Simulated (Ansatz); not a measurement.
Input for fluorite-type CoSi2 (0 0 1) on Si0.875Ge0.125, ordered (0 0 1), B on 2 of 2 substrate sites at each interface (film strained to the substrate, faces as cut):

Ansatz 0.2 input:
```yaml
crystal:
  lattice:
    - [5.499029121, -0.003698851, 0.121460175]
    - [-0.002406297, 5.493550258, 0.273702753]
    - [0.546289749, 3.091690014, 24.750821383]
  atoms:
    - { symbol: Ge, position: [0.062294514, 0.860508909, 0.179092451] }
    - { symbol: Si, position: [0.549636335, 0.373645738, 0.179675237] }
    - { symbol: B, position: [0.344309768, 0.758010864, 0.006256906] }
    - { symbol: B, position: [0.842080336, 0.247572627, 0.013819055] }
    - { symbol: Si, position: [0.61430444, 0.992110923, 0.067557676] }
    - { symbol: Si, position: [0.041777693, 0.419554464, 0.067788366] }
    - { symbol: Si, position: [0.811836517, 0.658978395, 0.122286465] }
    - { symbol: Si, position: [0.321055474, 0.166836219, 0.122382573] }
    - { symbol: Ge, position: [0.008391874, 0.687692285, 0.403651402] }
    - { symbol: Si, position: [0.51154326, 0.195234879, 0.403143199] }
    - { symbol: Si, position: [0.296286489, 0.567517818, 0.237926103] }
    - { symbol: Si, position: [0.792589833, 0.077061245, 0.234244832] }
    - { symbol: Si, position: [0.535030122, 0.78283731, 0.290974218] }
    - { symbol: Si, position: [0.031647364, 0.274909048, 0.291747265] }
    - { symbol: Si, position: [0.768219585, 0.484353522, 0.345948866] }
    - { symbol: Si, position: [0.276148093, -0.014034725, 0.347380412] }
    - { symbol: Si, position: [0.247533847, 0.38813899, 0.460169045] }
    - { symbol: Si, position: [0.748815124, -0.094258537, 0.459578493] }
    - { symbol: Si, position: [0.480232468, 0.615145501, 0.51124057] }
    - { symbol: Si, position: [0.024964004, 0.062030479, 0.516477584] }
    - { symbol: B, position: [0.649612327, 0.389477977, 0.570559166] }
    - { symbol: B, position: [0.241638262, -0.193440859, 0.556072907] }
    - { symbol: Co, position: [0.642623854, 0.195127417, 0.765649416] }
    - { symbol: Co, position: [0.143703357, 0.69496759, 0.76592834] }
    - { symbol: Co, position: [0.15777185, 0.270148722, 0.658360737] }
    - { symbol: Co, position: [0.674717559, 0.787449814, 0.658178772] }
    - { symbol: Co, position: [0.592149714, 0.019217165, 0.979373332] }
    - { symbol: Co, position: [0.108698883, 0.535877975, 0.97981033] }
    - { symbol: Co, position: [0.119778155, 0.113990651, 0.871977759] }
    - { symbol: Co, position: [0.623589662, 0.609736291, 0.872007682] }
    - { symbol: Si, position: [0.904502718, 0.487230172, 0.71218831] }
    - { symbol: Si, position: [0.404102257, 0.986719769, 0.7119149] }
    - { symbol: Si, position: [0.402736548, 0.486429759, 0.714606688] }
    - { symbol: Si, position: [0.903771553, 0.985955357, 0.714063614] }
    - { symbol: Si, position: [0.413971857, 0.572923012, 0.614521535] }
    - { symbol: Si, position: [0.881492087, 1.117277643, 0.604874412] }
    - { symbol: Si, position: [0.934143711, 0.579570112, 0.605701235] }
    - { symbol: Si, position: [0.41925913, 1.065629024, 0.605538768] }
    - { symbol: Si, position: [0.860726218, 0.318565111, 0.927176374] }
    - { symbol: Si, position: [0.361531447, 0.822498135, 0.922059773] }
    - { symbol: Si, position: [0.360370034, 0.319119525, 0.926795561] }
    - { symbol: Si, position: [0.860993565, 0.818905996, 0.926635046] }
    - { symbol: Si, position: [0.38248725, 0.401824099, 0.820523217] }
    - { symbol: Si, position: [0.882057285, 0.902882079, 0.819950452] }
    - { symbol: Si, position: [0.882138869, 0.403046133, 0.819133778] }
    - { symbol: Si, position: [0.38273417, 0.903878649, 0.818499981] }
basis:
  ecutwfc: 500
  ecutrho_ratio: 4
  xc_grid: 4
kpoints:
  mp_grid: { grid: [5, 5, 1] }
hamiltonian:
  xc: r2scan
  dispersion: none
  pseudopotentials: { kind: paw }
scf:
  n_extra_bands: 41
  occupations: { method: fermi_dirac, width: 0.05 }
  convergence: { dr2_threshold: 0.000000001 }
output:
  eigenvalues: true
```

Method: r2SCAN (plane waves to 500 eV, PAW; Ansatz, an electronic-structure program). Scalar-relativistic, without spin–orbit coupling; the runs are not spin-polarised. Its k-point mesh 5×5×1, Fermi–Dirac width 0.05 eV.

**Question.** What does the end of the output print (band table and long remarks left out, numbers rounded to eight decimals)?

**Answer.** 
```
SCF converged after 39 iterations
Free energy (F): -70736.650648 eV
Harris-Foulkes:  -70736.650648 eV  (|F-HF|=8.73e-10)
Internal energy: -70736.562850 eV  (E = F + TS)
E sigma→0 (E₀):  -70736.606749 eV
Entropy (-TS):   -0.087798 eV (-1.909 meV/atom)
Fermi energy:    8.667927 eV
--- Per-component energies (eV) ---
  E_band       = -3341.420113
  E_kinetic    = 5403.193260
  E_local      = -99027.574462  (includes V_loc(G=0)·N_el)
  E_nonlocal   = 5294.449991
  E_hartree    = 46686.079356
  E_xc         = -3191.484337
  E_vxc        = -3768.944100  (∫ρ·V_xc dr)
  E_paw        = -33204.210524  (= ΣΔE_a)
  E_vpaw       = -4816.822715  (= ΣTr[D̂ρ^β])
  E_aug_tail   = 0.000498  (compensation charges beyond the density's cutoff)
  E_vtau       = 202.110026  (kinetic-family band-sum trace: ∫τ·v_τ [+ j·A + Jᵃ·Aᵃ] dr)
  E_ewald      = 7310.036174
  E_core_change = -7.052805  (= ΣΔE_core)
  E_smearing   = -0.087798  (= −TS)
  E_closure    = 0.000000  (closes the sum)
  Σ components = -70736.650648   (vs F -70736.650648, Δ=0.00e0)
```

Cost: very roughly 15 core-minutes.
